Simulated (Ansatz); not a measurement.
MoTe$_{2}$ in the 2H-MoS2 type structure (space group P6_3/mmc, No. 194; layered, stacked along the Cartesian z axis)

```cif
data_Mo2Te4
_chemical_formula_sum 'Mo2 Te4'
_space_group_name_H-M_alt 'P 1'
_space_group_IT_number 1
_cell_length_a 3.49670
_cell_length_b 3.49670
_cell_length_c 13.69730
_cell_angle_alpha 90.000
_cell_angle_beta 90.000
_cell_angle_gamma 120.000
loop_
_space_group_symop_operation_xyz
  'x, y, z'
loop_
_atom_site_label
_atom_site_type_symbol
_atom_site_fract_x
_atom_site_fract_y
_atom_site_fract_z
_atom_site_occupancy
Mo1 Mo 0.33333 0.66667 0.75000 1
Mo2 Mo 0.66667 0.33333 0.25000 1
Te1 Te 0.33333 0.66667 0.11734 1
Te2 Te 0.66667 0.33333 0.61734 1
Te3 Te 0.66667 0.33333 0.88266 1
Te4 Te 0.33333 0.66667 0.38266 1
```

Method: PBE-D3(BJ), PAW, 420 eV (Ansatz, an electronic-structure program; spin-orbit coupling left out), earlier PAW set. k-mesh 11×11×3 (Γ-centred); smearing 0.05 eV (Fermi–Dirac).

| Quantity | Value |
|---|---|
| Volume per atom | 24.17 Å³ |
| Density | 8.04 g/cm³ |
| Band gap | 0.60 eV, indirect, Γ → K–Γ (44 % along) |
| Total energy | -6306.182 eV/atom (σ→0; compares only within this code and set-up) |

Spin-orbit coupling, missing from the scalar runs, can matter with Te. Whether these cells are dynamically stable was not tested. The program warned that a D3 coordination switch lies within reach, so dispersion energies are less smooth here.
